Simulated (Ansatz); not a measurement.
**How the c axis length of FeSi (model structure, started from the NbAs type, I4₁md, No. 109, 4 atoms in the cell) moves with the method**

No measured value is used here.

| level (code) | value (Å) |
|---|---|
| PBE (Ansatz) | 11.247 |
| PBEsol (Ansatz) | 11.042 |
| PBE-D3(BJ) (Ansatz) | 11.104 |

PBE, PBEsol, PBE-D3(BJ): the starting moments vanished in the run, and other orders were not tried. Ansatz's density-functional and Hartree–Fock values are scalar-relativistic unless marked +SOC, with PAW data made under PBE.

A model structure was made by putting elements into a prototype or built by hand; it is no filed structure, need not be a known phase, and can be a saddle point held by its symmetry.

Ansatz is a quantum-chemistry and plane-wave program.
